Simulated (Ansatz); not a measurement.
SrTiO3 (Pm-3m), r2SCAN with spin-orbit coupling, rigid bands (Ansatz, a first-principles code). Band gap 2.25 eV, N_c = 6.57e19 cm⁻³ and N_v = 2.54e20 cm⁻³ at 300 K, conductivity masses of 0.719 mₑ (electrons) and 1.86 mₑ (holes). Take k_BT = 0.02585 eV.

**Question.** What thermal injection velocity √(2k_BT/πm) limits a ballistic channel?

**Answer.** 6.35e6 cm/s for electrons and 3.94e6 cm/s for holes, a ratio of √(m_h/m_e) = 1.61, for dilute carriers.

**Question.** A film of it is 3 nm thick. Estimate the confinement energies in an infinite well.

**Answer.** ħ²π²/(2m t²) = 0.376 eV·nm²/(m/mₑ × t²) gives 58.1 meV for electrons and 22.5 meV for holes, so the gap would widen to about 2.33 eV. Finite barriers and nonparabolic bands lower this, and with several valleys or bands the heaviest mass along the normal sets the lowest level, not this average.

**Question.** Find the intrinsic carrier density and the intrinsic Fermi level.

**Answer.** n_i = √(N_c N_v) exp(−E_g/2k_BT) = 1.29e20 × exp(−43.52) = 1.6e1 cm⁻³. The level lies (k_BT/2) ln(N_v/N_c) = 17 meV from mid-gap (positive towards the conduction band). Each 0.1 eV added to the gap lowers n_i by a factor of 6.9.

Rigid bands with the computed gap; masses take one relaxation time for all states.
